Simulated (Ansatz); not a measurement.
For MgS (model structure, from the HgTe type, Fm-3m, No. 225), LDA in Ansatz (plane waves, PAW) gives:

| Property | Value |
|---|---|
| bulk modulus | 83.4 GPa |
| cohesive energy | 4.36 eV/atom |
| band gap | 2.65 eV |

What does PBE (plane waves, PAW; Ansatz, a first-principles code) give for the same quantities?


- bulk modulus: 74.1 GPa (falls by 11 %)
- cohesive energy: 3.72 eV/atom (falls by 0.64 eV/atom)
- band gap: 2.76 eV (grows by 0.11 eV)

Changes are worked out from the printed values.

Unless a cell is named, each level is at its own relaxed cell (LDA 16.87, PBE 17.88 Å³/atom).

Density-functional gaps are differences of (generalised) Kohn–Sham levels.

Caveats: the bulk modulus is −V dP/dV from two relaxed cells at ±2 % in volume (LDA, PBE). Ansatz's density-functional and Hartree–Fock values are scalar-relativistic unless marked +SOC, with PAW data made under PBE.

A model structure was made by putting elements into a prototype or built by hand; it is no filed structure, need not be a known phase, and can be a saddle point held by its symmetry.
